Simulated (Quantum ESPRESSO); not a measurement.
A user runs Quantum ESPRESSO on Rb2CuSbBr6 (Fm-3m, 10 atoms in the cell) and asks whether the run is sound. The aim is a self-consistent single point with DFT, PBEsol, plane waves, PseudoDojo standard norm-conserving (PBESOL) pseudopotentials.

Cell that was meant: a = 7.7411 Å, b = 7.7411 Å, c = 7.7411 Å, α = 60.00°, β = 60.00°, γ = 60.00°.

Part of the input:

```fortran
  celldm(1) = 20.6878183233
  nat = 10
  ntyp = 4
  ecutwfc = 19
  occupations = 'smearing'
  smearing = 'gauss'
  degauss = 0.00147
```

Output, abridged:

```
     G-vector sticks info
     --------------------
     sticks:   dense  smooth     PW     G-vecs:    dense   smooth      PW
   [... lines left out ...]
                       cart. coord. in units 2pi/alat
        k(    1) = (   0.0000000   0.0000000   0.0000000), wk =   0.2500000
        k(    2) = (   0.5000000  -0.5000000   0.5000000), wk =   1.0000000
        k(    3) = (   0.0000000  -1.0000000   0.0000000), wk =   0.7500000

     Dense  grid:    24693 G-vectors     FFT dimensions: (  45,  45,  45)

     Initial potential from superposition of free atoms

     starting charge      93.9511, renormalised to      94.0000

     negative rho (up, down):  2.414E-02 0.000E+00
     Self-consistent Calculation

     iteration #  1     ecut=    19.00 Ry     beta= 0.70

     negative rho (up, down):  3.984E-03 0.000E+00

     total energy              =    -758.86076179 Ry
     estimated scf accuracy    <      83.46501487 Ry

     iteration #  2     ecut=    19.00 Ry     beta= 0.70

     negative rho (up, down):  3.138E-03 0.000E+00

     total energy              =    -739.93290433 Ry
     estimated scf accuracy    <     351.63810752 Ry

     iteration #  3     ecut=    19.00 Ry     beta= 0.70

     negative rho (up, down):  1.578E-03 0.000E+00

     total energy              =    -800.06391525 Ry
     estimated scf accuracy    <       6.81837189 Ry

   [... 11 blocks of this kind left out ...]

     iteration # 15     ecut=    19.00 Ry     beta= 0.70

     total energy              =    -801.18053489 Ry
     estimated scf accuracy    <          1.7E-10 Ry

     iteration # 16     ecut=    19.00 Ry     beta= 0.70
     End of self-consistent calculation

     the Fermi energy is     3.9979 ev

!    total energy              =    -801.18053489 Ry
     estimated scf accuracy    <          7.9E-12 Ry
     smearing contrib. (-TS)   =      -0.00056035 Ry
     internal energy E=F+TS    =    -801.17997455 Ry

     convergence has been achieved in  16 iterations

     Forces acting on atoms (cartesian axes, Ry/au):

     atom    1 type  1   force =     0.00000000    0.00000000    0.00000000
     atom    2 type  1   force =     0.00000000    0.00000000    0.00000000
     atom    3 type  2   force =     0.00000000    0.00000000    0.00000000
     atom    4 type  3   force =     0.00000000    0.00000000   -0.00000000
   [... lines left out ...]

     Total force =     0.010869     Total SCF correction =     0.000009

          total   stress  (Ry/bohr**3)                   (kbar)     P=    -4329.06
  -0.02942838   0.00000000   0.00000000        -4329.06        0.00        0.00
   0.00000000  -0.02942838  -0.00000000            0.00    -4329.06       -0.00
   0.00000000  -0.00000000  -0.02942838            0.00       -0.00    -4329.06

   JOB DONE.
```

Is anything amiss in this input, and did it matter?

The run is not sound. The fault is a basis or grid far too coarse for these potentials. Far below the cutoff that the potentials were made for, the basis cannot represent the orbitals near the nuclei, and energies, forces and above all the stress go wrong. To fix it, restore the cutoff that the potentials need and check convergence. The run converged in 16 iterations without an error; against the sound input the free energy rises by 77.2 eV/atom, the pressure goes from -1.15 to -432.9 GPa and the largest force goes from 0.039 to 0.114 eV/Å.

An input that runs soundly differs in these lines (not the only fix; some lines may just follow from the change or write a value another way):
```diff
-  ecutwfc = 19
+  ecutwfc = 95
```

With that input, the run converged in 14 iterations: free energy E − TS -11672.4786 eV; top of the valence band (on the code's own zero) 4.59 eV; gap on the k-point mesh 0.16 eV; pressure -1.15 GPa; largest force (vector length) 0.039 eV/Å (DFT, PBEsol, plane waves, PseudoDojo standard norm-conserving (PBESOL) pseudopotentials).

On the sound input: the starting cell comes from a database of computed structures (which also holds hypothetical and non-ambient phases and stackings), without a prior relaxation at this level. Its lattice was rescaled by a random factor within 2.5 % of one. Spin-orbit coupling is off. Spin polarisation is off, so a magnetic state, if there is one, cannot be reached.
